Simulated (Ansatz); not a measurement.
MgS (model structure, started from the BN type, Pm-3n, No. 223, 12 atoms in the cell) was calculated with r²SCAN+rVV10 in Ansatz (plane waves, PAW).

Numerical settings: plane-wave cutoff 560 eV, 6×6×6 k mesh, Fermi–Dirac smearing 0.01 eV, scalar-relativistic PAW data made under PBE.

Cell (relaxed at this level):

```xyz
12
Lattice="6.9282 0.0000 0.0000 0.0000 6.9282 0.0000 0.0000 0.0000 6.9282" Properties=species:S:1:pos:R:3 pbc="T T T"
Mg     1.7320     0.0000     3.4641
Mg     3.4641     1.7320     0.0000
Mg     3.4641     5.1961     0.0000
Mg     5.1961     0.0000     3.4641
Mg     0.0000     3.4641     5.1961
Mg     0.0000     3.4641     1.7320
S      1.7320     3.4641     0.0000
S      0.0000     1.7320     3.4641
S      0.0000     5.1961     3.4641
S      5.1961     3.4641     0.0000
S      3.4641     0.0000     5.1961
S      3.4641     0.0000     1.7320
```

**Question.** Estimate the band gap that the calculation returns.

**Answer.** 
- band gap = 3.43 eV (on the SCF k mesh)

Note: the relaxation could raise the start's symmetry but not lower it, so the cell can be a saddle point.

The computed numbers hold no vibrational or temperature effects.

Cost on a shared machine: very roughly 3 core-minutes.

A model structure was made by putting elements into a prototype or built by hand; it is no filed structure, need not be a known phase, and can be a saddle point held by its symmetry.

Ansatz is an electronic-structure program.
